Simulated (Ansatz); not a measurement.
The starting structures come from a database of crystals and need not be the phases stable at ambient conditions.

Tunnelling through a barrier is set by its complex band structure: the current falls as exp(−2κd) with the smallest κ.

Consider the following.

```
Ba2ZrS4
1.0
    7.05579     0.00000     0.00000
    3.52790     7.94038     0.00000
    3.52790     0.00000     3.52790
Ba Zr S
2 1 4
Cartesian
  7.05579   5.68785   0.00000
  3.52790   2.25253   0.00000
  0.00000   0.00000   0.00000
  5.29185   0.00000   1.76395
  1.76395   0.00000   1.76395
  7.05579   2.58316   0.00000
  3.52790   5.35721   0.00000
```

Space group of this cell: I4/mmm. The cell is taken as given.

Transport runs along the normal of the first two printed cell vectors, the (110) plane of the conventional cell.

The gap is the functional's own. No spin-orbit coupling. Mid-gap values are interpolated on the energy grid.

Question: State the band gap and the smallest decay constant κ at mid-gap according to r2SCAN in Ansatz (a first-principles code).

Answer: Gap 0.94 eV on a 8×8×8 mesh; κ = 0.126 1/Å, at (0.000, 0.500) of the in-plane reciprocal vectors. At the zone centre, at the nearest computed energy, the slowest state has κ = 0.13 1/Å.
